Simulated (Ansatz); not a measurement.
The reference is MgTe in the zinc blende structure (space group F-43m, No. 216; a = 6.368 Å). Axes: x, y, z lie along the cube axes.

The values are results of Kohn–Sham DFT with the LDA functional, run in Ansatz (a program for electronic structure) with PAW and 420 eV plane waves, scalar-relativistic without spin-orbit coupling, not measurements.

Strains are applied to the cell and any free atomic positions relax; under biaxial strain the out-of-plane vector relaxes too.

One change was made to it. Results:

The band gap drops by 0.11 eV to 2.27 eV; the shortest interatomic distance grows by 0.003 Å to 2.760 Å.

**Question.** Which of these changes matches the shifts?
A) biaxial strain +2.50 %, plane normal [111], relaxed out of plane
B) biaxial strain −1.67 %, plane normal [111], relaxed out of plane
C) biaxial strain +0.83 %, plane normal [111], relaxed out of plane

**Answer.** C, biaxial strain +0.83 %, plane normal [111], relaxed out of plane. For comparison, the band gap in the other runs: biaxial strain −1.67 %, plane normal [111], relaxed out of plane gives 2.38 eV; biaxial strain +2.50 %, plane normal [111], relaxed out of plane gives 2.05 eV.

Spin-orbit coupling, missing from the scalar runs, can matter with Te. Semilocal Kohn–Sham gaps tend to fall short of experiment. Whether these cells are dynamically stable was not tested.
